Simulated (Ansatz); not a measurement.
Functionals compared on a constructed model of the (111)A surface of 3C silicon carbide, Si-terminated, (√3x√3)R30° Bi adatom at H3 (bottom of the slab: 3 H on 3 bottom sites), in Ansatz (plane waves, PAW). The structure was relaxed with PBE; the other rows are single points on it. Cutoff 420 eV (500 eV for r2SCAN). HSE06 used the coarser mesh 4x4x1.

Set-up: 28 atoms, 11.4 Å thick at the start with caps and adatoms (thin: gaps and levels are the slab's own); mesh 6x6x1; 0.025 eV smearing; dipole correction on; 6 atoms held, the rest relaxed; start symmetry kept, larger cells not searched; no spin, no spin-orbit, no U. In PBE it lies 0.11 eV a 1x1 cell over the lowest computed structure of the same composition ((√3x√3)R30° Bi adatom at T4). These notes are the PBE run's.

| functional | gap of the slab on its k-mesh (eV) | highest filled level below the top vacuum level (eV) | rough cost of the single point |
|---|---|---|---|
| PBE | 1.39 | 4.97 | – |
| r2SCAN | … | … | around 70 core-seconds (rough) |

Question: Fill in the missing entries.

Answer: 
- r2SCAN, gap of the slab on its k-mesh (eV): 1.65
- r2SCAN, highest filled level below the top vacuum level (eV): 5.21

Ansatz is a quantum-chemistry and plane-wave program.
